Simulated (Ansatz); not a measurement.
**A computed series for hypothetical zinc blende PbTe: pressure series**

Base system: PbTe in the zinc blende structure (space group F-43m, No. 216; a = 7.285 Å; a hypothetical phase, not in the database extracts checked).

Cell and atoms are relaxed at each pressure.

Method: r2SCAN in Ansatz (plane waves to 500 eV, PAW, no spin-orbit coupling), earlier PAW set.

Notes on the quantities. enthalpy: H = E + PV relative to the base's energy.

```tsv
variant	band gap	enthalpy	density
base	0.75 eV	–	5.75 g/cm³
pressure −2 GPa	0.94 eV	-0.63 eV/atom	5.26 g/cm³
pressure −1 GPa	0.84 eV	-0.31 eV/atom	5.52 g/cm³
pressure 3 GPa	0.51 eV	+0.86 eV/atom	6.31 g/cm³
pressure 7 GPa	0.22 eV	+1.91 eV/atom	6.89 g/cm³
pressure 15 GPa	zero	+3.80 eV/atom	7.79 g/cm³
pressure 30 GPa	zero	+6.89 eV/atom	9.03 g/cm³
pressure 50 GPa	zero	+10.48 eV/atom	10.29 g/cm³
pressure 75 GPa	zero	+14.45 eV/atom	11.50 g/cm³
pressure 100 GPa	zero	+18.07 eV/atom	12.49 g/cm³
```

The mesh was chosen for an insulator and is coarse for the gapless case. With Pb and Te present, leaving out spin-orbit coupling can change the band edges. Load acts through the strain it causes; cell and atoms are relaxed under it. Whether these cells are dynamically stable was not tested. No other phases were tried under pressure. All final runs are without spin polarisation. A zero or small gap of PbTe under pressure 7 GPa, PbTe under pressure 15 GPa and PbTe under pressure 30 GPa can be the functional's error rather than a property of the material.

Ansatz is an electronic-structure program.
